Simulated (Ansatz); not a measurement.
Base system: SiC in the wurtzite structure (space group P6_3mc, No. 186; a = 3.056 Å, c = 5.016 Å).

All numbers come from LDA in Ansatz (plane waves to 420 eV, PAW, no SOC).

For the base:

The shortest interatomic distance is 1.871 Å.

Modification: a hydrostatic pressure of 4.5 GPa.

**Question.** Predict the new valley order and shortest interatomic distance.

**Answer.** The valley order (the lowest conduction-band minima on the path, energy above the VBM, named in the base's zone) amounts to K (1/3, 1/3, 0) 2.10 eV; M (1/2, 0, 0) 2.75 eV; the shortest interatomic distance decreases by 0.0116 Å to 1.860 Å.

The levels and masses belong to the bands next to the band gap. Load acts through the strain it causes; cell and atoms are relaxed under it. Stability against distortions was not tested.

Ansatz is an electronic-structure program.
